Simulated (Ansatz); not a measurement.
The structure below was relaxed with Ansatz (a quantum-chemistry and plane-wave program) PBEsol, spin-orbit coupling left out.

```
CELL_PARAMETERS angstrom
      3.12552     0.00000     0.00000
     -1.56276     2.70678     0.00000
      0.00000     0.00000     5.61811
ATOMIC_POSITIONS crystal
  Ce 0.33333 0.66667 0.75000
  Ce 0.66667 0.33333 0.25000
```

**Question.** Find the space group and the Wyckoff positions.

**Answer.** Space group P6₃/mmc (No. 194); a = 3.126 Å, b = 3.126 Å, c = 5.618 Å, α = 90.00°, β = 90.00°, γ = 120.00°

```json
[
 {"atom": "Ce", "site": "2d", "symmetry": "-6m2", "x": "0.6667", "y": "0.3333", "z": "0.2500"}
]
```

**Question.** Describe the coordination.

**Answer.** The crystal has 2 atoms in its conventional cell. Lattice parameters: a = b = 3.126 Å, c = 5.618 Å, α = β = 90.00°, γ = 120.00°. Ce has 6 Ce at 3.126 Å and 6 Ce at 3.339 Å (anticuboctahedral). (Neighbours: up to the widest gap in distance over summed covalent radii, below 1.35, at either atom.)

The 4f electrons are in the valence with no U and their state was not checked, so volumes and moments can be off. Whether these cells are dynamically stable was not tested. Seeded moments were not kept for Ti → Ce. All final runs are without spin polarisation. The cell was made from Ti by this change: Ti → Ce; the result is a model cell.
